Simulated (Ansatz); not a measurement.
Cl on the 1x1 (110) surface of bcc W, one in a 2x2 cell, energies for each (28.7 Å²). Energies are against ½ Cl2(g), without zero-point or thermal terms; each row is named by its start.

Level of theory: PBE (plane waves to 420 eV, PAW; Ansatz, a program for electronic structure).

**Question.** Which site binds most strongly?
A. bridge W-W (span 2.8 Å)
B. bridge W-W (span 3.2 Å)
C. hollow W-W-W
D. top W

**Answer.** C, hollow W-W-W. Adsorption energies: hollow W-W-W -2.62 eV; bridge W-W (span 2.8 Å) -2.51 eV; bridge W-W (span 3.2 Å) -2.34 eV; top W -2.13 eV.
